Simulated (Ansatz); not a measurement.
A series of runs on Co₃C (Fm-3m, 4 atoms in the cell)

```
Co3C
1.0
    0.00000     2.79195     2.79195
    2.79195     0.00000     2.79195
    2.79195     2.79195     0.00000
C Co
1 3
Direct
  0.00000   0.00000   0.00000
  0.50000   0.50000   0.50000
  0.25000   0.25000   0.25000
  0.75000   0.75000   0.75000
```
Moments meant for the start (each program seeds them in its own way; μB, in the order of the atoms C Co Co Co): 0.0 3.0 3.0 3.0.

Base run A: PBEsol, default PAW files made with PBE run with Ansatz (an electronic-structure program), self-consistent single point.

Its settings: basis.ecutwfc = 420 eV; kpoints.mp_grid.grid = 7 7 7; hamiltonian.xc = pbesol; hamiltonian.pseudopotentials = {kind: paw} (the program's default PAW files); magnetization.spin_polarized = true; scf.occupations.method = methfessel_paxton; scf.occupations.width = 0.1 eV.

The starting cell was generated: these elements placed on a structure prototype, without a prior relaxation; it need not be a known phase or ordering of this composition. Its lattice was rescaled by a random factor within 2.5 % of one. The magnetic order is the one reached from the typed start; others were not searched systematically. In the base run, with a pressure of about -29 GPa the cell is away from its equilibrium volume at this level. Ansatz's pressure includes its estimate of the finite-basis (Pulay) stress.

ΔF is the free energy per atom less that of run A. 

```csv
run,"kpoints.mp_grid.grid, scf.occupations.width",ΔF (meV/atom),pressure (GPa),size of the net moment (μB/atom),TS (meV/atom),k-points
A,"7 7 7, 0.1 eV",0.00,-29.44,1.22,-0.1,20
B,"5 5 5, 0.03 eV",-4.3,-27.98,1.28,0.1,10
C,"5 5 5, 0.1 eV",-4.4,-28.16,1.28,0.0,10
D,"5 5 5, 0.3 eV",-3.3,-28.61,1.25,-4.2,10
E,"6 6 6, 0.03 eV",-1.00,-28.68,1.26,0.1,16
F,"6 6 6, 0.1 eV",-1.13,-28.94,1.24,0.0,16
G,"6 6 6, 0.3 eV",0.38,-28.74,1.25,-3.1,16
H,"7 7 7, 0.03 eV",-0.25,-29.39,1.24,-0.1,20
I,"7 7 7, 0.3 eV",1.28,-29.17,1.23,-3.3,20
J,"8 8 8, 0.03 eV",-1.43,-29.29,1.21,0.1,29
K,"8 8 8, 0.1 eV",-1.67,-29.24,1.21,0.0,29
L,"8 8 8, 0.3 eV",0.30,-29.15,1.22,-4.5,29
```

Run F against A: The free energy drops by 1.1 meV/atom, the pressure goes from -29.44 to -28.94 GPa and the size of the net moment hardly changes (1.22 to 1.24 μB/atom).

Run I against A: The free energy goes up by 1.3 meV/atom, the pressure goes from -29.44 to -29.17 GPa and the size of the net moment hardly changes (1.22 to 1.23 μB/atom).

Run L against A: The free energy stays essentially unchanged (within 1 meV/atom), the pressure goes from -29.44 to -29.15 GPa and the size of the net moment stays at 1.22 μB/atom.

Keys are those of Ansatz 0.2.
